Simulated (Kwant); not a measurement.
System: In0.53Ga0.47As/In0.52Al0.48As stack with 1 barrier. One parabolic valley. Leads of mass 0.041 mₑ with the band edge at 0; grid 0.1 nm; bias swept from 0.0208 to 0.44254 V, dropping linearly over the stack. Emitter Fermi level 0.047 eV, 300 K, equal in the collector.

| layer | thickness (nm) | band offset (eV) | mass (mₑ) |
|---|---|---|---|
| 1 | 1.9 | 0.52 | 0.075 |

Constants are typed, rounded textbook-type inputs, not results; the design itself was drawn at random and stands for no fabricated device.

Kwant, one-band effective-mass tight-binding model in one dimension, coherent, no space charge, current by the Tsu-Esaki formula.

Sweep values stay those of the base run.

The height of the first barrier was swept, all else fixed.

```json
[
 {"height of the first barrier (eV)": "0.31", "J (A/cm²) at bias = 0.4425 V": "404000", "J (A/cm²) at bias = 0.2317 V": "333000", "J (A/cm²) at bias = 0.3371 V": "369000", "J (A/cm²) at bias = 0.1262 V": "288000"},
 {"height of the first barrier (eV)": "0.42", "J (A/cm²) at bias = 0.4425 V": "250000", "J (A/cm²) at bias = 0.2317 V": "196000", "J (A/cm²) at bias = 0.3371 V": "223000", "J (A/cm²) at bias = 0.1262 V": "162000"},
 {"height of the first barrier (eV)": "0.52", "J (A/cm²) at bias = 0.4425 V": "162000", "J (A/cm²) at bias = 0.2317 V": "123000", "J (A/cm²) at bias = 0.3371 V": "142000", "J (A/cm²) at bias = 0.1262 V": "98500"}
]
```

From the first row to the last the J at bias = 0.4425 V goes from 404000 to 162000. From the first row to the last the J at bias = 0.2317 V goes from 333000 to 123000.
